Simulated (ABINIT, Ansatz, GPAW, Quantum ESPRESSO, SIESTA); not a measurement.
**Code comparison for LiMg (Amm2, 6 atoms in the cell)**

Self-consistent single point, at a second geometry (lattice scaled by 0.98). First geometry:

```
LiMg
1.0
    4.89958     0.00000     0.00000
    0.00000     1.70043     7.34607
    0.00000    -1.70043     7.34607
Li Mg
3 3
Direct
  0.00000   0.30594   0.30594
  0.50000   0.47486   0.47486
  0.50000   0.13544   0.13544
  0.00000   0.96800   0.96800
  0.00000   0.64382   0.64382
  0.50000   0.80526   0.80526
```

Shared settings, as Ansatz (a quantum-chemistry and plane-wave program) writes them: kpoints.mp_grid.grid = 5 7 7; scf.occupations.method = gaussian; scf.occupations.width = 0.2 eV. Potentials and cutoffs stand in the table.

```json
[
 {"code": "GPAW", "model": "LDA (Perdew-Wang 92), GPAW PAW datasets LDA (gpaw-data 1.0.1)", "ΔF from the first geometry (meV/atom)": "-6.6", "pressure (GPa)": "-0.08", "largest force (eV/Å)": "0.023", "cutoff": "800 eV"},
 {"code": "Ansatz", "model": "LDA (PW92), PAW files made with PBE", "ΔF from the first geometry (meV/atom)": "-7.5", "pressure (GPa)": "-0.22", "largest force (eV/Å)": "0.019", "cutoff": "420 eV"},
 {"code": "SIESTA", "model": "LDA PW92, numerical atomic orbitals DZP, PseudoDojo LDA standard norm-conserving potentials (rewritten from UPF to PSML)", "ΔF from the first geometry (meV/atom)": "-3.6", "pressure (GPa)": "0.47", "largest force (eV/Å)": "0.109", "cutoff": "grid 350 Ry"},
 {"code": "Quantum ESPRESSO", "model": "LDA (PZ), GBRV 1.5 ultrasoft (LDA) pseudopotentials", "ΔF from the first geometry (meV/atom)": "-7.4", "pressure (GPa)": "-0.21", "largest force (eV/Å)": "0.020", "cutoff": "40 Ry"},
 {"code": "ABINIT", "model": "LDA (PW92), norm-conserving pseudopotentials (PseudoDojo nc-sr-04 LDA standard)", "ΔF from the first geometry (meV/atom)": "-7.2", "pressure (GPa)": "-0.19", "largest force (eV/Å)": "0.018", "cutoff": "42 Ha"}
]
```

Size of the force on each atom (eV/Å): Sizes of forces hide their directions.

```csv
code,Li1,Li2,Li3,Mg4,Mg5,Mg6
GPAW,0.002,0.006,0.000,0.018,0.023,0.002
Ansatz,0.002,0.006,0.000,0.013,0.019,0.003
SIESTA,0.002,0.056,0.050,0.109,0.099,0.006
Quantum ESPRESSO,0.002,0.006,0.001,0.013,0.020,0.003
ABINIT,0.002,0.006,0.001,0.012,0.018,0.003
```

The spread over the programs that give each value: ΔF from the first geometry within 3.9 meV/atom; pressure within 0.69 GPa; largest force within 0.091 eV/Å.

SIESTA uses small atom-centred bases, whose incompleteness enters pressures, forces and empty levels differently from a plane-wave cutoff. Ansatz's pressure is given at a fixed set of plane waves, as the other plane-wave codes print theirs. The same LDA comes in different parametrisations, which differ slightly. In the force vectors, SIESTA (by 0.122) lies more than 0.08 eV/Å from the median of the plane-wave programs.

The starting cell comes from a database of computed structures (which also holds hypothetical and non-ambient phases and stackings), without a prior relaxation at this level. For this run, on top of that: lattice scaled by 0.98.

Left out of this page: CP2K (unsound by tests on forces, stress, charge or solver warnings); FLEUR (not drawn, or without a comparable value).

Keys are those of Ansatz 0.2.
